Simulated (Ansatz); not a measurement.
The parent structure is SnO (space group P4/nmm, No. 129; layered, stacked along the Cartesian z axis).

```yaml
crystal:
  lattice:
    - [3.83709, 0.00000, 0.00000]
    - [0.00000, 3.83709, 0.00000]
    - [0.00000, 0.00000, 4.75881]
  atoms:
    - { symbol: Sn, position: [0.50000, 0.00000, 0.75657] }
    - { symbol: Sn, position: [0.00000, 0.50000, 0.24343] }
    - { symbol: O, position: [0.50000, 0.50000, 0.00000] }
    - { symbol: O, position: [0.00000, 0.00000, 0.00000] }
```

Cartesian axes are those of the cell as printed.

All numbers come from PBE-D3(BJ)/PAW in Ansatz (an electronic-structure program), no SOC.

Strains are applied to the cell and any free atomic positions relax; under biaxial strain the out-of-plane vector relaxes too.

One change was made to it. Results:

The pressure (mean of the normal stresses, compression positive) goes from zero to 1.4 GPa; the band gap is still zero; the shortest interatomic distance decreases by 0.011 Å, from 2.241 Å to 2.230 Å.

Which of these changes matches the shifts?
A) biaxial strain −1.20 %, plane normal [001], relaxed out of plane
B) biaxial strain −2.40 %, plane normal [001], relaxed out of plane
C) biaxial strain −1.80 %, plane normal [001], relaxed out of plane

A, biaxial strain −1.20 %, plane normal [001], relaxed out of plane. For comparison, the pressure in the other runs: biaxial strain −1.80 %, plane normal [001], relaxed out of plane gives 2.1 GPa; biaxial strain −2.40 %, plane normal [001], relaxed out of plane gives 2.9 GPa.

Whether these cells are dynamically stable was not tested. The final runs are not spin-polarised. The zero or small gap of SnO can change with the level of theory.
